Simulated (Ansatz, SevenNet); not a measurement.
# Lattice parameter a of CsCl-type CoGa: levels of theory against measurement

Reference value: 2.878 Å (measured, temperature not stated, copied from a table, unchecked, not corrected to a static lattice; as tabulated in Monatshefte fuer Chemie und verwandte Teile anderer Wissenschaften 123, 509 (1992)).

```tsv
level (code)	value (Å)	difference (%)
SevenNet-0	2.882	+0.14
LDA (Ansatz)	2.810	-2.36
PBE (Ansatz)	2.882	+0.14
PBEsol (Ansatz)	2.840	-1.32
PBEsol-D3(BJ) (Ansatz)	2.812	-2.29
rVV10 (Ansatz)	2.897	+0.66
r²SCAN-D4 (Ansatz)	2.834	-1.53
r²SCAN+rVV10 (Ansatz)	2.835	-1.49
B3LYP (VWN-RPA form) (Ansatz)	2.877	-0.03
```

The reference's temperature isn't stated, so close values are not ranked against it.

The reference isn't brought to a static lattice, while the calculations are for one, so the differences are not the levels' errors alone. A static lattice is as a rule a little smaller than the measured one. The crystal itself was run without spin with LDA, PBE, PBEsol, PBEsol-D3(BJ), rVV10, r²SCAN-D4, r²SCAN+rVV10, B3LYP (VWN-RPA form); a magnetic state was not tried in these runs. B3LYP (VWN-RPA form): the run has no spin polarisation, so it can have missed a magnetic state. Cutoffs and k meshes differ between the levels. Ansatz's density-functional and Hartree–Fock values are scalar-relativistic unless marked +SOC, with PAW data made under PBE.

Machine-learned potentials (SevenNet-0) are trained on DFT data: a solid inside that data is no test of them.

Differences are worked out from the printed values.

Ansatz is a program for electronic structure.
